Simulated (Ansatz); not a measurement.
Output of an Ansatz run (abridged):

```
WARN ansatz: RAYON_NUM_THREADS=1 ignored (pool sized by the plan → 1); use --threads N
Pseudopotentials: kind: paw
Pseudopotential: B, paw, valence charge 3
Pseudopotential: N, paw, valence charge 5
Crystal: 2 atoms, lattice volume = 12.633 Å³
Basis set: ecut = 870 eV, 725 PW (Γ), exchange–correlation on 54×54×54 points (8 copies of the dense FFT grid, shifted against one another)
Bands: 8, of which v1, the nominal top of the filled ones, is band 4 counted from 1 (3 counted from 0)
Symmetry: 24 space group operations
Space group: F-43m (ITA 216), of the structure as read, at distance tolerance 2.3e-5 Å
k-points: 29 of 512 (time reversal used)
PAW frozen core: B, regenerated for the run's functional, and the local potential with it
PAW frozen core: N, regenerated for the run's functional, and the local potential with it
Initial density: superposition of atomic densities (chi_scale 0.1, normalization cell, long waves kept (reshape's long-wave potential 0.00 eV rms))
Initial wavefunctions: pseudopotential atomic-orbital guess
Eigensolver: davidson
Functional: x = pbesol(κ = 0.804, μ = 0.12345679012345678), c = pbesol(β = 0.046)
SCF iter   1: F=—  HF=-534.267953 eV  |F-HF|=—  |Δ(HF+E_count)|=         —  Δρ=1.32e-1  dr2=1.75e0  ethr=3.10e-3  ⟨swp⟩=4.3  Hψ=1494  notcnv=0  defer=30
all-band conjugate gradients solve this SCF's bands
preconditioner: auto → none
SCF iter   2: F=—  HF=-533.801877 eV  |F-HF|=—  |Δ(HF+E_count)|=   4.66e-1  Δρ=5.71e-2  dr2=2.27e-1  ethr=3.10e-3  ⟨swp⟩=2.1  Hψ=663  notcnv=0  defer=26
SCF iter   3: F=—  HF=-533.751541 eV  |F-HF|=—  |Δ(HF+E_count)|=   5.03e-2  Δρ=2.12e-2  dr2=3.50e-2  ethr=2.84e-3  ⟨swp⟩=3.0  Hψ=387  notcnv=0  defer=49
SCF iter   4: F=—  HF=-533.746705 eV  |F-HF|=—  |Δ(HF+E_count)|=   4.84e-3  Δρ=2.54e-3  dr2=2.75e-4  ethr=4.38e-4  ⟨swp⟩=3.0  Hψ=407  notcnv=0  defer=52
SCF iter   5: F=—  HF=-533.746773 eV  |F-HF|=—  |Δ(HF+E_count)|=   6.86e-5  Δρ=2.08e-4  dr2=2.77e-6  ethr=3.44e-6  ⟨swp⟩=3.0  Hψ=405  notcnv=0  defer=52
SCF iter   6: F=—  HF=-533.746776 eV  |F-HF|=—  |Δ(HF+E_count)|=   2.82e-6  Δρ=2.01e-5  dr2=1.08e-8  ethr=1.25e-9  ⟨swp⟩=7.0  Hψ=1326  notcnv=0
SCF iter   7: F=-533.746776 eV  HF=-533.746776 eV  |F-HF|=7.19e-11  |Δ(HF+E_count)|=   4.56e-9  Δρ=1.29e-6  dr2=1.33e-10  ethr=1.35e-10  ⟨swp⟩=1.0  Hψ=697  notcnv=0
SCF 1 converged in 7 iterations: F = -533.746776 eV  dr2 = 1.33e-10
SCF converged after 7 iterations
Free energy (F): -533.746776 eV
Harris-Foulkes:  -533.746776 eV  (|F-HF|=7.19e-11)
Internal energy: -533.746776 eV  (E = F + TS)
E sigma→0 (E₀):  -533.746776 eV
Fermi energy:    10.066733 eV
--- Per-component energies (eV) ---
  E_band       = 19.993971
  E_kinetic    = 219.743022
  E_local      = -206.387443  (includes V_loc(G=0)·N_el)
  E_nonlocal   = 43.006551
  E_hartree    = 50.417275
  E_xc         = -104.533997
  E_vxc        = -128.093867  (∫ρ·V_xc dr)
  E_paw        = -185.606136  (= ΣΔE_a)
  E_vpaw       = -9.108698  (= ΣTr[D̂ρ^β])
  E_aug_tail   = -0.000001  (compensation charges beyond the density's cutoff)
  E_ewald      = -350.428991
  E_core_change = 0.042945  (= ΣΔE_core)
  E_smearing   = -0.000000  (= −TS)
  E_closure    = -0.000000  (closes the sum)
  Σ components = -533.746776   (vs F -533.746776, Δ=0.00e0)
--- Forces (eV/Å), atoms counted from 1 ---
  atom   1  B     -0.00000000     0.00000000    -0.00000000
  atom   2  N      0.00000000     0.00000000     0.00000000
  max |Σ_I F_I| component: 6.29e-16 eV/Å
--- Stress (GPa, compression-positive) ---
      -25.161422       0.000000      -0.000000
       -0.000000     -25.161422       0.000000
       -0.000000       0.000000     -25.161422
  P = ⅓ Tr σ = -25.1614 GPa (-251.614 kbar)
  The stress holds the Pulay correction. Without it, at fixed plane waves, as pw.x and ABINIT print it: P = -25.1944 GPa
--- Band table (eV; the first three rows and the last of 29) ---
  k-point 0: bands = ["-9.4389", "10.0667", "10.0667", "10.0667", "18.5134", "18.5134", "18.5134", "19.2680"]
  k-point 1: bands = ["-9.0787", "8.2584", "9.7107", "9.7107", "18.6586", "19.0458", "19.0458", "20.5984"]
  k-point 2: bands = ["-8.0359", "4.8108", "9.0078", "9.0078", "18.9438", "19.9416", "19.9416", "22.6899"]
  k-point 28: bands = ["-3.9248", "2.7495", "3.5118", "3.9407", "19.2189", "22.5314", "23.6928", "23.9830"]
```

The structure:

```xyz
2
Lattice="0.0000 1.8485 1.8485 1.8485 0.0000 1.8485 1.8485 1.8485 0.0000" Properties=species:S:1:pos:R:3 pbc="T T T"
B      0.0000     0.0000     0.0000
N      2.7728     2.7728     2.7728
```

**Question.** Write an input that gives this output.

**Answer.** Other spellings and defaults could give the same log, and not every line can be read from it. The input that was run (DFT, PBEsol, plane waves, harder PAW files (source: ansatz) made with PBE):

Ansatz 0.2 input:
```yaml
# BN
crystal:
  lattice:
    - [0.00000000, 1.84853500, 1.84853500]
    - [1.84853500, 0.00000000, 1.84853500]
    - [1.84853500, 1.84853500, 0.00000000]
  atoms:
    - { symbol: B, position: [0.00000000, 0.00000000, 0.00000000] }
    - { symbol: N, position: [0.75000000, 0.75000000, 0.75000000] }
basis:
  ecutwfc: 870.0 eV
kpoints:
  mp_grid: { grid: [8, 8, 8] }
hamiltonian:
  xc: pbesol
  pseudopotentials: { kind: paw, source: ansatz }
scf:
  occupations: { method: fixed }
output:
  forces: true
  eigenvalues: true
  stress: true
```

The starting cell comes from a database of computed structures (which also holds hypothetical and non-ambient phases and stackings), without a prior relaxation at this level. Its lattice was rescaled by a random factor within 2.5 % of one. With a pressure of about -25 GPa the cell is away from its equilibrium volume at this level. Ansatz's pressure includes its estimate of the finite-basis (Pulay) stress.

Ansatz is a program for electronic structure.
